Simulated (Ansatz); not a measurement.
Take GaP in the zinc blende structure (space group F-43m, No. 216) as the base.

```yaml
crystal:
  lattice:
    - [0.00000, 2.75302, 2.75302]
    - [2.75302, 0.00000, 2.75302]
    - [2.75302, 2.75302, 0.00000]
  atoms:
    - { symbol: P, position: [0.75000, 0.75000, 0.75000] }
    - { symbol: Ga, position: [0.00000, 0.00000, 0.00000] }
```

Levels (all Ansatz, a first-principles code, PAW): PBE (420 eV, without spin-orbit coupling); HSE06+SOC (420 eV, spin-orbit coupling included).

The geometry is relaxed with PBE.

| Item | Value |
|---|---|
| PBE valence-band top at Γ | 0.00, 0.00, 0.00 eV |
| PBE band gap | 1.58 eV |

### Question
Predict the valence-band top at Γ and band gap from HSE06+SOC.

### Answer
The valence-band top at Γ (three highest Kramers pairs, from the VBM) changes from 0.00, 0.00, 0.00 eV to 0.00, 0.00, -0.09 eV; the band gap rises by 0.74 eV (1.58 eV → 2.32 eV). The threefold valence maximum splits by Δso ≈ 0.09 eV.

Single points use the geometry relaxed with PBE. The spin-orbit shifts are approximate. No phonon test of stability was made.
